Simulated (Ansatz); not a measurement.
Electron-phonon data for NbH (Cmme)

Consider the following.

```
NbH
1.0
    1.79726    -2.37851     0.00000
    1.79726     2.37851     0.00000
    0.00000     0.00000     4.76884
Nb H
2 2
Direct
  0.75000   0.25000   0.26798
  0.25000   0.75000   0.73202
  0.25000   0.25000   0.00000
  0.75000   0.75000   0.00000
```

Calculation: PBEsol, DFPT electron-phonon coupling, linearised Boltzmann equation (plane waves, PAW, scalar-relativistic; Ansatz, a program for electronic structure). How the cell was made: relaxed with this functional, without spin-orbit coupling.

```json
{
  "resistivity at 300 K": "15.5 (x), 9.2 (y), 9.8 (z) μΩ·cm",
  "electron mean free path at 300 K (weighted by the current that each state carries)": "11.7 (x), 12.9 (y), 12.6 (z) nm",
  "electron-phonon coupling λ": "0.32",
  "transport coupling λ_tr": "0.33 (x), 0.32 (y), 0.33 (z)",
  "logarithmic_mean_phonon_energy": "27 meV",
  "density of states at the Fermi level": "0.47 states/(eV·spin·cell)",
  "Tc for μ* = 0.10 (anisotropic Eliashberg)": "below 1 K",
  "Tc for μ* = 0.13 (anisotropic Eliashberg)": "below 1 K"
}
```

A metal at this level (no band gap). Only scattering by harmonic phonons is included (no impurities, grain boundaries, electron-electron scattering or thermal expansion). Spin-orbit coupling is left out. Halving the electron mesh (28x28x20) moves the resistivity by up to 12 % at 300 K, the mean free path by up to 7 %, the coupling by up to 2 %. Smearing 0.20 eV; phonons on a 5x5x3 q mesh, which this run doesn't test and which matters most at low temperature. Tc comes from the anisotropic Migdal-Eliashberg equations with μ*, a chosen number, referred to 62 meV.

Computed structure, not matched to a measured one here, so possibly hypothetical: NbH (Cmme).
